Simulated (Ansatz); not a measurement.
**PbO2: energy against strain**

PbO2 (rutile, P4_2/mnm, 14.821 Å³/atom at rest, c along z) under an equal strain ε in the (001) plane with the normal axis free, as in a coherent film. PBE in Ansatz, a plane-wave DFT program (PAW, default set), 420 eV, 9×9×14 Γ-centred mesh, Fermi-Dirac smearing 0.05 eV; ions are relaxed within the symmetry of each cell.

Here s stands for strain and y for E less E0.

| strain (%) | E less E0 (meV/atom) |
|---|---|
| -1.20 | 1.72 |
| -0.60 | 0.42 |
| 0.00 | 0.00 |
| 0.60 | 0.43 |
| 1.20 | 1.70 |
| 3.00 | ? |

Problem. Using a parabola, estimate the missing y at s = 3.00 from the other rows, showing the fit.

Solution. Least squares gives y = -0.002 - 0.0050·s + 1.1885·s². Residuals (row less fit): 0.005, -0.009, 0.002, 0.007, -0.003; standard error 0.009 (degrees of freedom: 2). Twice the quadratic coefficient over the volume, 2 × 1.1885 meV × 10⁴ × 0.1602 / 14.821 Å³, is twice the biaxial elastic modulus of this plane = 257 ± 1.5 GPa. At the withheld row, y = -0.002 - 0.0050 × 3.0 + 1.1885 × 3.0² = 10.679 meV/atom. The calculation gives 10.32 meV/atom, 0.359 meV/atom below the prediction (3.5 % of the range of y in the table). The row lies outside the fitted rows, so this is an extrapolation. From the scatter of the fitted rows alone, a prediction at this place has a standard error of 0.059 meV/atom, so the miss is 6.1 times that.

One order more, fitted to all 11 runs of the series, follows each within 0.02, so the miss is the next term of a smooth law. In a metal these values are sensitive to mesh and smearing; energies are taken to zero smearing, stresses follow the free energy. Rows are the converged runs of the series near zero and its far end; series whose fitted rows scatter by over a few per cent of the range, as at a crossing or softening among them, aren't shown in this form. Most that stay on the fit to the last digits aren't either.
